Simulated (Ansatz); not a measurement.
TiAl3 (I4/mmm, No. 139) was calculated with r²SCAN-D4 (plane waves, PAW; Ansatz, an electronic-structure program).

From the output:

```
Relaxation: its limit of steps is 80 (relax.max_steps)
Crystal: 4 atoms, lattice volume = 59.552 Å³
Basis set: ecut = 560 eV, 1753 PW (Γ), exchange–correlation on 120×120×120 points (27 copies of the dense FFT grid, shifted against one another)
Bands: 15, of which v1, the nominal top of the filled ones, is band 11 counted from 1 (10 counted from 0)
Symmetry: 16 space group operations
Space group: I4/mmm (ITA 139), of the structure as read, at distance tolerance 3.9e-5 Å
k-points: 641 of 8000
Functional: x = r2scan, c = r2scan; τ floored in thin density (d = 2e-4 eV/Å³)
SCF iter   1: F=—  HF=-4127.721139 eV  |F-HF|=—  |Δ(HF+E_count)|=         —  Δρ=1.22e-2  dr2=1.11e-1  dr2_τ=3.19e-2
SCF iter   2: F=—  HF=-4127.765645 eV  |F-HF|=—  |Δ(HF+E_count)|=   4.45e-2  Δρ=4.43e-3  dr2=1.33e-2  dr2_τ=2.75e-3
  ...
SCF 1 converged in 7 iterations: F = -4127.765177 eV  dr2 = 9.32e-9
Crystal: 4 atoms, lattice volume = 59.552 Å³
Initial density: handed on by an earlier stage of this run
SCF 2 converged in 4 iterations: F = -4127.765191 eV  dr2 = 2.48e-8
Crystal: 4 atoms, lattice volume = 59.552 Å³
SCF 3 converged in 4 iterations: F = -4127.765194 eV  dr2 = 1.87e-9
Crystal: 4 atoms, lattice volume = 59.552 Å³
SCF iter   3: F=—  HF=-4127.765194 eV  |F-HF|=—  |Δ(HF+E_count)|=  1.64e-11  Δρ=5.18e-7  dr2=1.99e-10  dr2_τ=9.99e-12
SCF iter   4: F=-4127.765194 eV  HF=-4127.765194 eV  |F-HF|=9.09e-13  |Δ(HF+E_count)|=  1.18e-11  Δρ=6.74e-8  dr2=1.03e-12  dr2_τ=3.35e-13
SCF 4 converged in 4 iterations: F = -4127.765194 eV  dr2 = 1.03e-12
SCF converged after 4 iterations
Free energy (F): -4127.765194 eV
Internal energy: -4127.752449 eV  (E = F + TS)
E sigma→0 (E₀):  -4127.758821 eV
Fermi energy:    10.286691 eV
--- Forces (eV/Å), atoms counted from 1 ---
  atom   1  Ti     0.00000000     0.00000000     0.00000000
  atom   2  Al     0.00000000     0.00000000     0.00000000
  atom   3  Al     0.00000000     0.00000000     0.00000000
  atom   4  Al    -0.00000000    -0.00000000    -0.00000000
--- Stress (GPa, compression-positive) ---
        5.198464       0.000000       0.000000
        0.000000       5.198464      -0.000000
        0.000000      -0.000000       5.198491
  P = ⅓ Tr σ = 5.1985 GPa (51.985 kbar)
```

Write an input file that could have produced this run (the log leaves some choices open).

This is not unique; one that fits is 
Ansatz 0.2 input:
```yaml
crystal:
  lattice:
    - [-1.8807414054, 1.8807414054, 4.2090043068]
    - [1.8807414054, -1.8807414054, 4.2090043068]
    - [1.8807414054, 1.8807414054, -4.2090043068]
  atoms:
    - { symbol: Ti, position: [0.0, 0.0, 0.0] }
    - { symbol: Al, position: [0.5, 0.5, 0.0] }
    - { symbol: Al, position: [0.75, 0.25, 0.5] }
    - { symbol: Al, position: [0.25, 0.75, 0.5] }
basis:
  ecutwfc: 560
  ecutrho_ratio: 4
  xc_grid: 3
kpoints:
  mp_grid: { grid: [20, 20, 20] }
hamiltonian:
  xc: r2scan
  dispersion: d4
  pseudopotentials: { kind: paw }
scf:
  occupations: { method: fermi_dirac, width: 0.05 }
output:
  forces: true
  stress: true
  eigenvalues: true
relax:
  f_tol: 0.004
  escape_saddle: false
  max_steps: 80
  cell: { stress_tol: 0.02, fix: [volume] }
```

The cell is one volume of an energy–volume scan, off the minimum.

The PAW data were made under PBE.

Note: the volume lies 7 % below that of the published cell.

Cost on a shared machine: very roughly 8 core-minutes.
